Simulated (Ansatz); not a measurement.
The reference is Ti in the hcp (Mg type) structure (space group P6_3/mmc, No. 194; a = 2.901 Å, c = 4.591 Å).

Computed with Ansatz (a first-principles code) PBEsol, scalar-relativistic without spin-orbit coupling.

For the base:

| Quantity | Value |
|---|---|
| Volume per atom | 16.73 Å³ |

Perturbation: Sc takes the place of Ti on all its sites, then cell and atoms are relaxed.

### Question
Predict the new volume per atom.

### Answer
The volume per atom increases by 6.92 Å³, from 16.73 Å³ to 23.65 Å³.

No phonon test of stability was made. All final runs are without spin polarisation.
